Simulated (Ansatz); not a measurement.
Consider PtSe2 in the CdI2 type structure (space group P-3m1, No. 164; a = 3.772 Å, c = 4.818 Å; layered).

Method: plane-wave PAW DFT at the PBE-D3(BJ) level (Ansatz, a first-principles code, 420 eV), no spin-orbit coupling.

One change was made to it. Results:

| quantity | base | after |
|---|---|---|
| shortest interatomic distance | 2.526 Å | 2.523 Å |
| c/a ratio | 1.277 | 1.267 |

Problem. What was done to the base?
A. pressure 0.7 GPa
B. pressure 7.5 GPa
C. pressure 3 GPa
D. pressure 5 GPa
E. pressure −1 GPa

Solution. A, pressure 0.7 GPa. For comparison, the c/a ratio in the other runs: pressure 5 GPa gives 1.228; pressure 7.5 GPa gives 1.214; pressure 3 GPa gives 1.243; pressure −1 GPa gives 1.297.

Load acts through the strain it causes; cell and atoms are relaxed under it. Whether these cells are dynamically stable was not tested. Competing high-pressure phases were not computed. The final runs are not spin-polarised.
